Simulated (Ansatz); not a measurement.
Given:

End structure of a constructed model of the (111) surface of fcc Cu, (√3x√3)R30° layer of Sb, one a cell, on the site that continues the host's stacking (bottom of the slab: a bare face, its two planes held):

```yaml
crystal:
  lattice:
    - [3.85020, 2.22291, 0.00000]
    - [-3.85020, 2.22291, 0.00000]
    - [0.00000, 0.00000, 29.00000]
  atoms:
    - { symbol: Cu, position: [0.00000, 0.66667, 0.27776] }
    - { symbol: Cu, position: [0.33333, 0.33333, 0.27776] }
    - { symbol: Cu, position: [0.66667, 0.00000, 0.27776] }
    - { symbol: Cu, position: [0.00000, 0.33333, 0.35003] }
    - { symbol: Cu, position: [0.33333, 0.00000, 0.35003] }
    - { symbol: Cu, position: [0.66667, 0.66667, 0.35003] }
    - { symbol: Cu, position: [0.00000, 0.00027, 0.42201] }
    - { symbol: Cu, position: [0.33360, 0.66667, 0.42201] }
    - { symbol: Cu, position: [0.66640, 0.33306, 0.42201] }
    - { symbol: Cu, position: [0.00000, 0.66667, 0.49419] }
    - { symbol: Cu, position: [0.33333, 0.33333, 0.49421] }
    - { symbol: Cu, position: [0.66667, 0.00000, 0.49421] }
    - { symbol: Cu, position: [0.00000, 0.33257, 0.56645] }
    - { symbol: Cu, position: [0.33409, 0.00076, 0.56645] }
    - { symbol: Cu, position: [0.66591, 0.66667, 0.56645] }
    - { symbol: Cu, position: [0.00000, 0.01063, 0.63909] }
    - { symbol: Cu, position: [0.34396, 0.66667, 0.63909] }
    - { symbol: Cu, position: [0.65604, 0.32270, 0.63909] }
    - { symbol: Sb, position: [0.00000, 0.66667, 0.71003] }
```

Set-up: 19 atoms, 12.9 Å thick at the start with caps and adatoms (thin: gaps and levels are the slab's own); mesh 10x10x1; 0.1 eV smearing; dipole correction on; 6 atoms held, the rest relaxed; held to the start's symmetry, so lower structures may exist; no spin, no spin-orbit, no U. It is one candidate, not shown to be the stable structure of the face.

Q: What is the computed work function of the top face (PBE (Ansatz, a first-principles code))?

A: 4.54 eV
